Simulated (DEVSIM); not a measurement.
System: illuminated Ge n-on-p cell, one wavelength, at 450 K.

```
layer (left to right)  material  thickness (μm)  Nd (cm⁻³)  Na (cm⁻³)  τn (s)  τp (s)  absorption coefficient (cm⁻¹)
---------------------  --------  --------------  ---------  ---------  ------  ------  -----------------------------
1                            Ge           0.270     9.2e17          -    1e-6  1.3e-7                           1300
2                            Ge             160          -     1.2e16  1.1e-6  1.1e-6                           1300
```

Left contact: ohmic, minority hole recombination velocity 100 cm/s. Right contact: ohmic, minority electron recombination velocity 6e6 cm/s. Voltage is applied to the left contact. Recombination: SRH at mid-gap, radiative, Auger. Light enters at the left, 7.8e17 photons cm⁻² s⁻¹, one pass, no reflection. Mobility is constant in doping.

Constants are typed, rounded textbook-type inputs, not results; the design itself was drawn at random and stands for no fabricated device. Values at 300 K; Nc and Nv go as T^1.5, mobilities as T to minus their exponent, the gap by Varshni's rule with the affinity fixed.

```tsv
parameter	Ge
gap (eV)	0.664
affinity (eV)	4
permittivity	16
Nc (cm⁻³)	1.04e19
Nv (cm⁻³)	6e18
μn (cm²/Vs)	3900
μp (cm²/Vs)	1900
T exponent of μn	1.66
T exponent of μp	2.33
B (cm³/s)	6.4e-14
Cn (cm⁶/s)	1e-31
Cp (cm⁶/s)	1e-31
Varshni α (eV/K)	0.000477
Varshni β (K)	235
```

Model (solved in DEVSIM): 1D drift-diffusion, Boltzmann statistics, complete ionisation; no tunnelling, impact ionisation, image-force lowering or self-heating.

Question: Tabulate band edges, carrier densities and field at zero bias, in the dark.

Answer: Energies count from the Fermi level of the right contact; mesh points crowd at the junctions.

```json
[
 {"x (μm)": "0.000", "Ec (eV)": "0.118", "Ev (eV)": "-0.486", "n (cm⁻³)": "9.2e17", "p (cm⁻³)": "4.0e13", "field (V/cm)": "≈ 0"},
 {"x (μm)": "0.03194", "Ec (eV)": "0.118", "Ev (eV)": "-0.486", "n (cm⁻³)": "9.2e17", "p (cm⁻³)": "4.0e13", "field (V/cm)": "≈ 0"},
 {"x (μm)": "0.09853", "Ec (eV)": "0.118", "Ev (eV)": "-0.486", "n (cm⁻³)": "9.2e17", "p (cm⁻³)": "4.0e13", "field (V/cm)": "≈ 0"},
 {"x (μm)": "0.1929", "Ec (eV)": "0.118", "Ev (eV)": "-0.486", "n (cm⁻³)": "9.2e17", "p (cm⁻³)": "4.0e13", "field (V/cm)": "≈ 0"},
 {"x (μm)": "0.2603", "Ec (eV)": "0.127", "Ev (eV)": "-0.476", "n (cm⁻³)": "7.1e17", "p (cm⁻³)": "5.2e13", "field (V/cm)": "16000"},
 {"x (μm)": "0.2852", "Ec (eV)": "0.218", "Ev (eV)": "-0.385", "n (cm⁻³)": "6.8e16", "p (cm⁻³)": "5.4e14", "field (V/cm)": "28000"},
 {"x (μm)": "0.3421", "Ec (eV)": "0.306", "Ev (eV)": "-0.297", "n (cm⁻³)": "7.1e15", "p (cm⁻³)": "5.2e15", "field (V/cm)": "8200"},
 {"x (μm)": "0.5600", "Ec (eV)": "0.346", "Ev (eV)": "-0.257", "n (cm⁻³)": "2.6e15", "p (cm⁻³)": "1.4e16", "field (V/cm)": "78"},
 {"x (μm)": "1.017", "Ec (eV)": "0.346", "Ev (eV)": "-0.257", "n (cm⁻³)": "2.5e15", "p (cm⁻³)": "1.5e16", "field (V/cm)": "≈ 0"},
 {"x (μm)": "2.137", "Ec (eV)": "0.346", "Ev (eV)": "-0.257", "n (cm⁻³)": "2.5e15", "p (cm⁻³)": "1.5e16", "field (V/cm)": "≈ 0"},
 {"x (μm)": "4.888", "Ec (eV)": "0.346", "Ev (eV)": "-0.257", "n (cm⁻³)": "2.5e15", "p (cm⁻³)": "1.5e16", "field (V/cm)": "≈ 0"},
 {"x (μm)": "15.40", "Ec (eV)": "0.346", "Ev (eV)": "-0.257", "n (cm⁻³)": "2.5e15", "p (cm⁻³)": "1.5e16", "field (V/cm)": "≈ 0"},
 {"x (μm)": "37.45", "Ec (eV)": "0.346", "Ev (eV)": "-0.257", "n (cm⁻³)": "2.5e15", "p (cm⁻³)": "1.5e16", "field (V/cm)": "≈ 0"},
 {"x (μm)": "89.49", "Ec (eV)": "0.346", "Ev (eV)": "-0.257", "n (cm⁻³)": "2.5e15", "p (cm⁻³)": "1.5e16", "field (V/cm)": "≈ 0"},
 {"x (μm)": "138.6", "Ec (eV)": "0.346", "Ev (eV)": "-0.257", "n (cm⁻³)": "2.5e15", "p (cm⁻³)": "1.5e16", "field (V/cm)": "≈ 0"},
 {"x (μm)": "151.1", "Ec (eV)": "0.346", "Ev (eV)": "-0.257", "n (cm⁻³)": "2.5e15", "p (cm⁻³)": "1.5e16", "field (V/cm)": "≈ 0"},
 {"x (μm)": "156.5", "Ec (eV)": "0.346", "Ev (eV)": "-0.257", "n (cm⁻³)": "2.5e15", "p (cm⁻³)": "1.5e16", "field (V/cm)": "≈ 0"},
 {"x (μm)": "158.8", "Ec (eV)": "0.346", "Ev (eV)": "-0.257", "n (cm⁻³)": "2.5e15", "p (cm⁻³)": "1.5e16", "field (V/cm)": "≈ 0"},
 {"x (μm)": "159.8", "Ec (eV)": "0.346", "Ev (eV)": "-0.257", "n (cm⁻³)": "2.5e15", "p (cm⁻³)": "1.5e16", "field (V/cm)": "≈ 0"},
 {"x (μm)": "160.1", "Ec (eV)": "0.346", "Ev (eV)": "-0.257", "n (cm⁻³)": "2.5e15", "p (cm⁻³)": "1.5e16", "field (V/cm)": "≈ 0"},
 {"x (μm)": "160.2", "Ec (eV)": "0.346", "Ev (eV)": "-0.257", "n (cm⁻³)": "2.5e15", "p (cm⁻³)": "1.5e16", "field (V/cm)": "≈ 0"},
 {"x (μm)": "160.3", "Ec (eV)": "0.346", "Ev (eV)": "-0.257", "n (cm⁻³)": "2.5e15", "p (cm⁻³)": "1.5e16", "field (V/cm)": "≈ 0"}
]
```
